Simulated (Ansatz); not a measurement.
## Response to strain in CrCuO2

Consider CrCuO2 (space group R-3m, No. 166; ferromagnetic).

```
CrCuO2
1.0
    1.48189     0.85557     5.64014
   -1.48189     0.85557     5.64014
    0.00000    -1.71114     5.64014
Cu Cr O
1 1 2
Direct
  0.00000   0.00000   0.00000
  0.50000   0.50000   0.50000
  0.10812   0.10812   0.10812
  0.89188   0.89188   0.89188
```

Strains are applied to the cell and any free atomic positions relax.

Computed with plane-wave PAW DFT at the PBEsol level (Ansatz, a quantum-chemistry and plane-wave program, 420 eV), no spin-orbit coupling.

Notes on the quantities. energy relative to the base: free energy F.

```json
[
 {"isotropic strain (%)": "-2.53", "energy relative to the base (meV/atom)": "40.2"},
 {"isotropic strain (%)": "-1.4", "energy relative to the base (meV/atom)": "11.8"},
 {"isotropic strain (%)": "-0.9", "energy relative to the base (meV/atom)": "?"},
 {"isotropic strain (%)": "0", "energy relative to the base (meV/atom)": "0.0"},
 {"isotropic strain (%)": "1.64", "energy relative to the base (meV/atom)": "14.6"}
]
```

### Question
Fit ΔE = Aε² + Bε³ (ε in %) to the rows shown and predict the withheld row.

### Answer
Least squares on the printed values gives A = 5.76 and B = -0.20 meV/atom (largest residual 0.1 meV/atom); this predicts 4.8 meV/atom, and the run gives 4.8 meV/atom, in agreement.

Stability against distortions was not tested. No Hubbard U is applied and the magnetic state is the run's own (CrCuO2 ferromagnetic); other magnetic orders, which need larger cells, were not tried and can change the gap.
